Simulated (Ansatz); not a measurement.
The starting structures come from a database of crystals and need not be the phases stable at ambient conditions.

By PBEsol, the system below comes out a metal.

A figure of merit of an interconnect metal is its ballistic conductance per area.

```xyz
1
Lattice="2.9056 0.0000 0.0000 0.0000 2.9056 0.0000 1.4528 -1.4528 2.1162" Properties=species:S:1:pos:R:3 pbc="T T T"
Ti     0.0000     0.0000     0.0000
```

Space group of this cell: I4/mmm. The cell is strained (lengths along the current scaled by 1.03, ions clamped); by PBEsol its mean pressure is -7.0 GPa.

The current flows along the normal of the first two printed cell vectors, the (001) (indices of the unstrained crystal) plane of the conventional cell. No spin-orbit coupling; the value is a mean over 0.1 eV about the Fermi level.

Problem. Predict the ballistic conductance per area from PBEsol in Ansatz (a program for electronic structure).

Solution. 1.3 × 10¹⁵ S/m² for both spins.
